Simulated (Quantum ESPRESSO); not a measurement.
Worked example: self-consistent single point of Lu (P6_3/mmc, 4 atoms in the cell) in Quantum ESPRESSO.

Level of theory: LDA (PZ), PSlibrary ultrasoft (LDA) pseudopotentials (plane waves; Quantum ESPRESSO).

The change in words: lattice scaled by 0.97. Reference geometry:
```yaml
crystal:
  lattice:
    - [3.50626, 0.00000, 0.00000]
    - [-1.75313, 3.03651, 0.00000]
    - [0.00000, 0.00000, 11.28142]
  atoms:
    - { symbol: Lu, position: [0.00000, 0.00000, 0.00000] }
    - { symbol: Lu, position: [0.00000, 0.00000, 0.50000] }
    - { symbol: Lu, position: [0.33333, 0.66667, 0.25000] }
    - { symbol: Lu, position: [0.66667, 0.33333, 0.75000] }
```

Reference input (self-consistent single point, DFT, LDA (PZ), plane waves, PSlibrary ultrasoft (LDA) pseudopotentials): ecutwfc = 50 Ry; ecutrho = 400 Ry; occupations = smearing; smearing = cold; degauss = 0.0036749 Ry; potentials = {Lu: Lu.pz-spdn-rrkjus_psl.1.0.0.UPF}; K_POINTS = automatic 7 7 2 0 0 0; conv_thr = 1e-11 Ry; mixing_beta = 0.3. This run's input differs from it in these lines:

```diff
@@ -10,4 +10,4 @@
    ibrav = 4
-   celldm(1) = 6.62587087
-   celldm(3) = 3.2175073815
+   celldm(1) = 6.42709488
+   celldm(3) = 3.2175071682
    nat = 4
```

The program printed (abridged):

```
     Self-consistent Calculation

     iteration #  1     ecut=    50.00 Ry     beta= 0.30

     Threshold (ethr) on eigenvalues was too large:
     Diagonalizing with lowered threshold

     total energy              =    -499.58912540 Ry
     estimated scf accuracy    <       0.03939581 Ry

     iteration #  2     ecut=    50.00 Ry     beta= 0.30

     total energy              =    -499.58237806 Ry
     estimated scf accuracy    <       0.01415336 Ry

     iteration #  3     ecut=    50.00 Ry     beta= 0.30

     total energy              =    -499.58468164 Ry
     estimated scf accuracy    <       0.00048250 Ry

   [... 7 blocks of this kind left out ...]

     iteration # 11     ecut=    50.00 Ry     beta= 0.30

     total energy              =    -499.58465646 Ry
     estimated scf accuracy    <          1.5E-11 Ry

     iteration # 12     ecut=    50.00 Ry     beta= 0.30
     End of self-consistent calculation

     the Fermi energy is    10.7743 ev

!    total energy              =    -499.58465646 Ry
     estimated scf accuracy    <          4.6E-12 Ry
     smearing contrib. (-TS)   =      -0.00025907 Ry
     internal energy E=F+TS    =    -499.58439739 Ry

     convergence has been achieved in  12 iterations

     Forces acting on atoms (cartesian axes, Ry/au):

     atom    1 type  1   force =     0.00000000   -0.00000000    0.00000000
   [... zero for the other atoms too ...]

     Total force =     0.000000     Total SCF correction =     0.000000

          total   stress  (Ry/bohr**3)                   (kbar)     P=      -27.17
  -0.00017741   0.00000000   0.00000000          -26.10        0.00        0.00
   0.00000000  -0.00017741  -0.00000000            0.00      -26.10       -0.00
   0.00000000  -0.00000000  -0.00019920            0.00       -0.00      -29.30

   JOB DONE.
```

The run converged in 12 iterations. Against the reference run the free energy goes down by 73.9 meV/atom and the pressure goes from -6.34 to -2.72 GPa.

The starting cell was generated: these elements placed on a structure prototype, without a prior relaxation; it need not be a known phase or ordering of this composition. Its lattice was rescaled by a random factor within 2.5 % of one. For this run, on top of that: lattice scaled by 0.97.

Cost on one core of a shared machine: roughly 50 s.
